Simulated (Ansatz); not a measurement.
Input for (Ru,Fe)S2 alloy cell FeRuS4 (pyrite start):

Ansatz 0.2 input:
```yaml
crystal:
  lattice:
    - [5.539621299, 0.000116334, 5.541432882]
    - [-0.000365104, 5.540689817, 5.541914173]
    - [-5.542358023, -0.001889995, 5.544169472]
  atoms:
    - { symbol: Fe, position: [-0.000000017, 0.500000025, -0.000000032] }
    - { symbol: Ru, position: [0.499999956, 0.500000025, 0.499999992] }
    - { symbol: Fe, position: [0.000000059, 0.499999915, 0.50000009] }
    - { symbol: Fe, position: [0.500000011, 0.499999982, 0.000000025] }
    - { symbol: Fe, position: [0.500000026, -0.000000003, -0.000000016] }
    - { symbol: Ru, position: [-0.000000035, 0.000000035, 0.50000003] }
    - { symbol: Ru, position: [-0.000000064, 0.000000052, -0.00000005] }
    - { symbol: Ru, position: [0.500000051, -0.000000006, 0.500000029] }
    - { symbol: S, position: [0.576302388, 0.121602193, 0.179722012] }
    - { symbol: S, position: [0.076370865, 0.127818097, 0.685357065] }
    - { symbol: S, position: [0.923629132, 0.872181887, 0.314642935] }
    - { symbol: S, position: [0.4236975, 0.87839794, 0.820277893] }
    - { symbol: S, position: [0.81417808, 0.868997839, 0.709178302] }
    - { symbol: S, position: [0.313631719, 0.894678863, 0.183817029] }
    - { symbol: S, position: [0.686368368, 0.105321054, 0.816183027] }
    - { symbol: S, position: [0.185821947, 0.131002145, 0.290821738] }
    - { symbol: S, position: [0.29480051, 0.391303041, 0.421754748] }
    - { symbol: S, position: [0.80255357, 0.395686876, 0.924451443] }
    - { symbol: S, position: [0.197446497, 0.604313067, 0.075548594] }
    - { symbol: S, position: [0.705199464, 0.608696948, 0.578245223] }
    - { symbol: S, position: [0.316676004, 0.606942433, 0.707242484] }
    - { symbol: S, position: [0.808873519, 0.618095079, 0.190199761] }
    - { symbol: S, position: [0.191126468, 0.381904952, 0.80980016] }
    - { symbol: S, position: [0.683323985, 0.393057566, 0.292757518] }
basis:
  ecutwfc: 500
  ecutrho_ratio: 4
  xc_grid: 4
kpoints:
  mp_grid: { grid: [4, 4, 4] }
hamiltonian:
  xc: r2scan
  dispersion: none
  pseudopotentials: { kind: paw }
scf:
  n_extra_bands: 18
  occupations: { method: fermi_dirac, width: 0.01 }
output:
  forces: true
  stress: true
  eigenstates:
    kpoints:
      - [0.0, 0.0, 0.0]
      - [-0.5, 0.0, -0.5]
      - [0.0, -0.5, 0.0]
      - [-0.5, -0.5, -0.5]
    e_range: [-4.0, 6.0]
    localisation: true
relax:
  f_tol: 0.03
  max_steps: 90
  cell: { stress_tol: 0.15 }
```

All values below come from r2SCAN (plane waves to 500 eV, PAW; Ansatz, a quantum-chemistry and plane-wave program). Scalar-relativistic, without spin–orbit coupling; the runs are not spin-polarised. Its k-point mesh 4×4×4, Fermi–Dirac width 0.01 eV.

Q: Write the closing report of this run, without the band table and long remarks, to eight decimals at most.

A: 
```
SCF converged after 7 iterations
Free energy (F): -56013.603602 eV
Harris-Foulkes:  -56013.603602 eV  (|F-HF|=5.46e-10)
Internal energy: -56013.603602 eV  (E = F + TS)
E sigma→0 (E₀):  -56013.603602 eV
Fermi energy:    13.272197 eV
--- Per-component energies (eV) ---
  E_band       = -1617.479142
  E_kinetic    = 5222.311229
  E_local      = -20201.304364  (includes V_loc(G=0)·N_el)
  E_nonlocal   = 2697.696848
  E_hartree    = 8006.199938
  E_xc         = -2675.157443
  E_vxc        = -3275.767899  (∫ρ·V_xc dr)
  E_paw        = -29174.896799  (= ΣΔE_a)
  E_vpaw       = -2266.028045  (= ΣTr[D̂ρ^β])
  E_aug_tail   = 0.001440  (compensation charges beyond the density's cutoff)
  E_vtau       = 193.210221  (kinetic-family band-sum trace: ∫τ·v_τ [+ j·A + Jᵃ·Aᵃ] dr)
  E_ewald      = -19884.296461
  E_core_change = -4.157990  (= ΣΔE_core)
  E_smearing   = 0.000000  (= −TS)
  E_closure    = 0.000000  (closes the sum)
  Σ components = -56013.603602   (vs F -56013.603602, Δ=0.00e0)
--- Forces (eV/Å), atoms counted from 1 ---
  atom   1  Fe     0.00000000     0.00000000     0.00000000
  atom   2  Ru     0.00000000     0.00000000     0.00000000
  atom   3  Fe     0.00000000     0.00000000     0.00000000
  atom   4  Fe     0.00000000     0.00000000     0.00000000
  atom   5  Fe     0.00000000     0.00000000     0.00000000
  atom   6  Ru     0.00000000     0.00000000     0.00000000
  atom   7  Ru     0.00000000     0.00000000     0.00000000
  atom   8  Ru     0.00000000     0.00000000     0.00000000
  atom   9  S     -0.00261860    -0.00105017     0.00420678
  atom  10  S     -0.00224118    -0.00171426     0.00294355
  atom  11  S      0.00224118     0.00171426    -0.00294355
  atom  12  S      0.00261860     0.00105017    -0.00420678
  atom  13  S      0.00099490     0.00109267     0.00157997
  atom  14  S      0.00014180     0.00045279     0.00171846
  atom  15  S     -0.00014180    -0.00045279    -0.00171846
  atom  16  S     -0.00099490    -0.00109267    -0.00157997
  atom  17  S      0.00238786    -0.00215740    -0.00193001
  atom  18  S      0.00130675    -0.00210365    -0.00271906
  atom  19  S     -0.00130675     0.00210365     0.00271906
  atom  20  S     -0.00238786     0.00215740     0.00193001
  atom  21  S      0.00024944     0.00087888    -0.00434231
  atom  22  S     -0.00045000     0.00010644    -0.00372348
  atom  23  S      0.00045000    -0.00010644     0.00372348
  atom  24  S     -0.00024944    -0.00087888     0.00434231
  max |Σ_I F_I| component: 0.00e0 eV/Å
--- Stress (GPa, compression-positive) ---
        0.021492       0.010183       0.002756
        0.010186       0.018510      -0.001605
        0.002756      -0.001603       0.000483
  P = ⅓ Tr σ = 0.0135 GPa (0.135 kbar)
--- Relaxed structure (4 steps of the walk, 4 accepted, 1 SCFs on fresh bases) ---
  F+E_penalty+E_count = -56013.60360215 eV   max|allowed force component| = 4.342e-3 eV/Å   (the final SCF, on the basis selected at the relaxed cell)
  cell:  # Å, volume = 337.6491 Å³
    - [5.51805110, -0.00806840, 5.52000037]
    - [-0.01421699, 5.52424836, 5.52614529]
    - [-5.53435289, 0.00406429, 5.53630033]
  atoms:
    - { symbol: Fe, position: [0.0, 0.5, 0.0] }
    - { symbol: Ru, position: [0.5, 0.50000000, 0.5] }
    - { symbol: Fe, position: [0.0, 0.50000000, 0.50000000] }
    - { symbol: Fe, position: [0.5, 0.50000000, 0.0] }
    - { symbol: Fe, position: [0.5, 0.0, 0.0] }
    - { symbol: Ru, position: [0.0, 0.0, 0.5] }
    - { symbol: Ru, position: [0.0, 0.0, 0.0] }
    - { symbol: Ru, position: [0.50000000, 0.0, 0.50000000] }
    - { symbol: S, position: [0.57925157, 0.11620225, 0.18653468] }
    - { symbol: S, position: [0.08075669, 0.12037797, 0.69026246] }
    - { symbol: S, position: [0.91924331, 0.87962203, 0.30973754] }
    - { symbol: S, position: [0.42074843, 0.88379775, 0.81346532] }
    - { symbol: S, position: [0.80979817, 0.87895337, 0.70197321] }
    - { symbol: S, position: [0.31007819, 0.89197094, 0.18899680] }
    - { symbol: S, position: [0.68992181, 0.10802906, 0.81100320] }
    - { symbol: S, position: [0.19020183, 0.12104663, 0.29802679] }
    - { symbol: S, position: [0.29848447, 0.39127022, 0.41789013] }
    - { symbol: S, position: [0.80473886, 0.39205766, 0.92202340] }
    - { symbol: S, position: [0.19526114, 0.60794234, 0.07797660] }
    - { symbol: S, position: [0.70151553, 0.60872978, 0.58210987] }
    - { symbol: S, position: [0.31025383, 0.60830824, 0.70178577] }
    - { symbol: S, position: [0.80699972, 0.61609766, 0.19123038] }
    - { symbol: S, position: [0.19300028, 0.38390234, 0.80876962] }
    - { symbol: S, position: [0.68974617, 0.39169176, 0.29821423] }
```

Cost: around 14 core-minutes (rough).
